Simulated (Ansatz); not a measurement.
## Ta2O5 (within 0.1 Å of C2/m, No. 12, 7 atoms in the cell; start mp-1179062)

All values below come from r²SCAN+SOC (PAW; Ansatz, a program for electronic structure).

Settings: plane-wave cutoff 560 eV, 8×8×8 k mesh, Fermi–Dirac smearing 0.01 eV, PAW data made under PBE.

Cell (relaxed with PBEsol):

```cif
data_O10Ta4
_chemical_formula_sum 'Ta4 O10'
_space_group_name_H-M_alt 'C2/m'
_space_group_IT_number 12
_space_group_name_Hall '-C 2y'
_cell_length_a 8.55828
_cell_length_b 6.70213
_cell_length_c 5.82004
_cell_angle_alpha 90.000
_cell_angle_beta 131.300
_cell_angle_gamma 90.000
loop_
_atom_site_label
_atom_site_type_symbol
_atom_site_symmetry_multiplicity
_atom_site_Wyckoff_symbol
_atom_site_fract_x
_atom_site_fract_y
_atom_site_fract_z
_atom_site_occupancy
Ta1 Ta 4 i 0.21906 0.00000 0.11943 1
O1 O 2 d 0.00000 0.50000 0.50000 1
O2 O 4 e 0.25000 0.25000 0.00000 1
O3 O 4 i 0.09032 0.00000 0.27871 1
```
(The calculation used a cell of 7 atoms; values per cell refer to that cell.)

```
Quantity                                                  Value
-------------------------------------------  ------------------
band gap                                     3.70 eV (indirect)
smallest direct gap on the k points sampled             3.85 eV
Γ–Γ gap                                                 3.97 eV
```

Note: cell and atoms aren't relaxed at this level (largest force component 0.13 eV/Å, pressure -0.3 GPa).

Computed values are for the static lattice.

Cost on a shared machine: very roughly 23 core-minutes.

A start named mp-… is a Materials Project structure, which need not be a measured phase.
